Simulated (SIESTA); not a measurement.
Worked example: self-consistent single point of NaTlO (P6_3mc, 6 atoms in the cell) in SIESTA

Level of theory: GGA PBEsol, numerical atomic orbitals DZP, PseudoDojo PBEsol standard norm-conserving potentials (rewritten from UPF to PSML) in SIESTA 5.4.2.

Input:

```
# files in the folder: Na.psml Tl.psml O.psml (PseudoDojo PBEsol standard)
SystemName  NaTlO
SystemLabel siesta

NumberOfAtoms                6
NumberOfSpecies              3
%block ChemicalSpeciesLabel
  1 11 Na
  2 81 Tl
  3 8 O
%endblock ChemicalSpeciesLabel
LatticeConstant              3.484390 Ang
%block LatticeVectors
     1.000000000    0.000000000    0.000000000
    -0.500000000    0.866025330    0.000000000
     0.000000000    0.000000000    3.270182155
%endblock LatticeVectors
AtomicCoordinatesFormat      ScaledCartesian
%block AtomicCoordinatesAndAtomicSpecies
     0.500000500    0.288674821    2.923183127  1
    -0.000000500    0.577350509    1.288092049  1
    -0.000000500    0.577350509    0.378425479  2
     0.500000500    0.288674821    2.013516557  2
     0.000000000    0.000000000    3.238788407  3
     0.000000000    0.000000000    1.603697329  3
%endblock AtomicCoordinatesAndAtomicSpecies

XC.functional                GGA
XC.authors                   PBEsol
PAO.BasisSize                DZP
PAO.EnergyShift              0.005 Ry
MeshCutoff                   300 Ry
%block kgrid.MonkhorstPack
    7   0   0  0.0
    0   7   0  0.0
    0   0   2  0.0
%endblock kgrid.MonkhorstPack
OccupationFunction           FD
ElectronicTemperature        10 K

MaxSCFIterations             150
SCF.Mixer.Method             Broyden
SCF.Mixer.Weight             0.1
SCF.Mixer.History            8
SCF.DM.Tolerance             1.0E-05
Diag.ParallelOverK           true
WriteForces                  true
```

Output, abridged:

```
reinit: Reading from file input.fdf

reinit: System Name: NaTlO
reinit: System Label: siesta

coor:   Atomic-coordinates input format  =     Cartesian coordinates
coor:                                          (in units of alat)

siesta: Atomic coordinates (Bohr) and species
siesta:      3.29227   1.90079  19.24782  1        1
siesta:     -0.00000   3.80159   8.48150  1        2
siesta:     -0.00000   3.80159   2.49176  2        3
siesta:      3.29227   1.90079  13.25809  2        4
siesta:      0.00000   0.00000  21.32594  3        5
siesta:      0.00000   0.00000  10.55961  3        6

siesta: System type = bulk

initatomlists: Number of atoms, orbitals, and projectors:      6    80    78

siesta: ******************** Simulation parameters ****************************
redata: Spin configuration                          = none
redata: Time-Reversal Symmetry                      = T
redata: Number of Atomic Species                    =        3
redata: Mesh Cutoff                                 =   300.0000 Ry
redata: Net charge of the system                    =     0.0000 |e|
redata: Min. number of SCF Iter                     =        0
redata: Max. number of SCF Iter                     =      150
redata: SCF convergence failure will abort job
redata: SCF mix quantity                            = Hamiltonian
redata: Mix DM or H after convergence               =   F
redata: Recompute H after scf cycle                 =   F
redata: Mix DM in first SCF step                    =   T
redata: No kicks to SCF
redata: DM Mixing Weight for Kicks                  =     0.5000
redata: Require Harris convergence for SCF          =   F
redata: Harris energy tolerance for SCF             =     0.000100 eV
redata: Require DM convergence for SCF              =   T
redata: DM tolerance for SCF                        =     0.000010
redata: Require EDM convergence for SCF             =   F
redata: EDM tolerance for SCF                       =     0.001000 eV
redata: Require H convergence for SCF               =   T
redata: Hamiltonian tolerance for SCF               =     0.001000 eV
redata: Require (free) Energy convergence for SCF   =   F
redata: (free) Energy tolerance for SCF             =     0.000100 eV
redata: Using DFT-D3 dispersion                     =   F
redata: Using Saved Data (generic)                  =   F
redata: Method of Calculation                       = Diagonalization
redata: Electronic Temperature                      =    10.0000 K
redata: Number of TDED substeps                     =        3
redata: Dynamics option                             = Single-point calculation
redata: Save all siesta data in one NC              =   F
redata: ***********************************************************************

%block SCF.Mixers
  Broyden
%endblock SCF.Mixers

%block SCF.Mixer.Broyden
  # Mixing method
  method broyden

  # Mixing options
  weight 0.1000
  weight.linear 0.1000
  weight.prime 0.1000
  history 8
%endblock SCF.Mixer.Broyden

DM_history_depth set to one: no extrapolation allowed by default for geometry relaxation
Size of DM history Fstack: 1
Total number of electrons:    56.000000
Total ionic charge:    56.000000

* ProcessorY, Blocksize:    1  64

* Orbital distribution balance (max,min):    80    80

k-point displ. along   3 input, could be:     0.00    0.50
 Kpoints in:           56 . Kpoints trimmed:           53

siesta: k-grid: Number of k-points = 53
siesta: k-points from Monkhorst-Pack grid
siesta: k-cutoff (effective) =    11.395 Ang
siesta: k-point supercell and displacements
siesta: k-grid:     7     0     0      0.000
siesta: k-grid:     0     7     0      0.000
siesta: k-grid:     0     0     2      0.000

diag: Algorithm                                     = D&C
diag: Parallel over k                               =   F
diag: Use parallel 2D distribution                  =   F
diag: Parallel block-size                           = 64
diag: Parallel distribution                         =     1 x     1
diag: Used triangular part                          = Lower
diag: Absolute tolerance                            =  0.100E-15
diag: Orthogonalization factor                      =  0.100E-05
diag: Memory factor                                 =  1.0000

superc: Internal auxiliary supercell:     9 x     9 x     3  =     243
superc: Number of atoms, orbitals, and projectors:   1458  19440  18954

                        Single-point calculation

superc: Internal auxiliary supercell:     9 x     9 x     3  =     243
superc: Number of atoms, orbitals, and projectors:   1458  19440  18954

outcell: Unit cell vectors (Ang):
        3.484390    0.000000    0.000000
       -1.742195    3.017570    0.000000
        0.000000    0.000000   11.394590

outcell: Cell vector modules (Ang)   :    3.484390    3.484390   11.394590
outcell: Cell angles (23,13,12) (deg):     90.0000     90.0000    120.0000
outcell: Cell volume (Ang**3)        :    119.8072
new_DM -- step:     1
Initializing Density Matrix...

Attempting to read DM from file... Failed...
DM filled with atomic data:

InitMesh: MESH = 32 x 32 x 120 = 122880
InitMesh: Mesh cutoff (required, used) =   300.000   306.526 Ry

stepf: Fermi-Dirac step function

        iscf     Eharris(eV)        E_KS(eV)     FreeEng(eV)     dDmax    Ef(eV) dHmax(eV)
   scf:    1    -6643.034908    -6671.067989    -6671.067989  0.703690 -6.703648 16.328023
   scf:    2    -6683.571556    -6677.889614    -6677.889614  0.102473 -5.693513 10.270523
   scf:    3    -6681.685936    -6682.525886    -6682.525886  0.131412 -5.554646  2.193344
   scf:    4    -6680.318489    -6682.100812    -6682.100812  0.063170 -6.261814  3.887923
   scf:    5    -6680.782980    -6682.380133    -6682.380133  0.094068 -5.587529  3.143881
   scf:    6    -6682.688570    -6682.540841    -6682.540841  0.012229 -5.696140  2.575444
   [... 9 lines left out ...]
   scf:   16    -6682.862174    -6682.862174    -6682.862174  0.000032 -5.746903  0.000317
   scf:   17    -6682.862174    -6682.862174    -6682.862174  0.000021 -5.746859  0.000261
   scf:   18    -6682.862174    -6682.862174    -6682.862174  0.000014 -5.746827  0.000215
   scf:   19    -6682.862174    -6682.862174    -6682.862174  0.000011 -5.746803  0.000178
   scf:   20    -6682.862174    -6682.862174    -6682.862174  0.000009 -5.746784  0.000147

SCF Convergence by DM+H criterion
max |DM_out - DM_in|         :     0.0000088533
max |H_out - H_in|      (eV) :     0.0001466874
SCF cycle converged after 20 iterations

Using DM_out to compute the final energy and forces

siesta: E_KS(eV) =            -6682.8622

siesta: E_KS - E_eggbox =     -6682.8622

siesta: Atomic forces (eV/Ang):
     1    0.000195   -0.000113    0.033687
     2   -0.000195    0.000113    0.033687
     3   -0.000151    0.000087   -0.037170
     4    0.000151   -0.000087   -0.037171
     5    0.000194   -0.000112    0.001143
     6   -0.000194    0.000112    0.001143
   Tot    0.000000   -0.000000   -0.004682
   Max    0.037171
   Res    0.016726    sqrt( Sum f_i^2 / 3N )
   Max    0.037171    constrained

Stress tensor Voigt[x,y,z,yz,xz,xy] (kbar):        4.21        4.51        3.40       -0.00        0.00        0.26
(Free)E + p*V (eV/cell)    -6683.1641
Target enthalpy (eV/cell)    -6682.8622

siesta: Program's energy decomposition (eV):
siesta: Ebs     =     -1109.038802
siesta: Eions   =      7941.569803
siesta: Ena     =       565.147013
siesta: Ekin    =      3808.779946
siesta: Enl     =     -1510.570404
siesta: Eso     =         0.000000
siesta: Edftu   =         0.000000
siesta: DEna    =        19.415641
siesta: DUscf   =         2.293572
siesta: DUext   =         0.000000
siesta: Ex      =     -1516.538898
siesta: Ec      =      -109.819242
siesta: Exc     =     -1626.358140
siesta: Eharris =     -6682.862174
siesta: Etot    =     -6682.862174
siesta: FreeEng =     -6682.862174

siesta: Stress tensor (static) (eV/Ang**3):
siesta:     0.002628    0.000160    0.000000
siesta:     0.000160    0.002813   -0.000000
siesta:     0.000000   -0.000000    0.002120

siesta: Cell volume =        119.807171 Ang**3

siesta: Pressure (static):
siesta:                Solid            Molecule  Units
siesta:          -0.00002745         -0.00003459  Ry/Bohr**3
siesta:          -0.00252037         -0.00317620  eV/Ang**3
siesta:          -4.03807523         -5.08883346  kBar
```

The run converged in 20 iterations.

The starting cell comes from a database of computed structures (which also holds hypothetical and non-ambient phases and stackings), without a prior relaxation at this level. Values carry the incompleteness of an atom-centred basis.

Cost on one core of a shared machine: roughly 40 s.
